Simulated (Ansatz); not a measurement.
Base system: CdSe in the zinc blende structure (space group F-43m, No. 216).

```xyz
2
Lattice="0.0000 3.0408 3.0408 3.0408 0.0000 3.0408 3.0408 3.0408 0.0000" Properties=species:S:1:pos:R:3 pbc="T T T"
Cd     0.0000     0.0000     0.0000
Se     1.5204     1.5204     1.5204
```

Cartesian axes are those of the cell as printed.

Level of theory: PBEsol/PAW in Ansatz (a program for electronic structure), without spin-orbit coupling.

Before the change:

```
Item       Result
--------  -------
Band gap  0.48 eV
```

The change: compressive biaxial strain of 1.25 % in the plane normal to [111], as in epitaxy on a mismatched substrate; the out-of-plane cell vector and the atoms relax.

Problem. How does this affect the out-of-plane strain, in-plane stress and band gap?

Solution. The out-of-plane strain is +1.14 %; the mean in-plane stress (compression positive) is +1.1 GPa; the band gap drops by 0.016 eV to 0.47 eV.

Stability against distortions was not tested.
